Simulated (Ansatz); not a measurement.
A constructed model of the (111) surface of fcc Ir, p(2x2) surface alloy, Ag on one Ir site of the top plane (bottom of the slab: a bare face, its two planes held)

Method: PBE (plane waves to 420 eV, PAW; Ansatz, a program for electronic structure).

Slab: 24 atoms, 11.2 Å thick at the start; k 8x8x1, smearing 0.1 eV, dipole-corrected; 8 atoms held, the rest relaxed; symmetry of the start imposed; no spin, no spin-orbit, no U. It is one candidate, not shown to be the stable structure of the face.

* **work function of the top face**: 5.27 eV
* **energy released by relaxation**: 0.43 eV
* **cost**: very roughly 10 core-minutes
